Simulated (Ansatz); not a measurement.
Consider SiC (space group P6_3mc, No. 186; a = 3.0781 Å, c = 10.0760 Å). Axes: x lies along a and z along c of the hexagonal cell.

Calculations: plane-wave PAW DFT at the PBEsol level (Ansatz, a quantum-chemistry and plane-wave program, 420 eV), scalar-relativistic without spin-orbit coupling.

For the base:

The pressure is -0.01 GPa. The shortest interatomic distance is 188.3 pm.

Modification: the cell is stretched by 2.25 % along z with no lateral relaxation; the atoms relax in the strained cell.

### Question
Estimate the effect on the pressure and shortest interatomic distance.

### Answer
The pressure (mean of the normal stresses, compression positive) falls by 4.64 GPa (-0.01 GPa → -4.65 GPa); the shortest interatomic distance rises by 0.84 pm to 189.2 pm.

Whether these cells are dynamically stable was not tested.
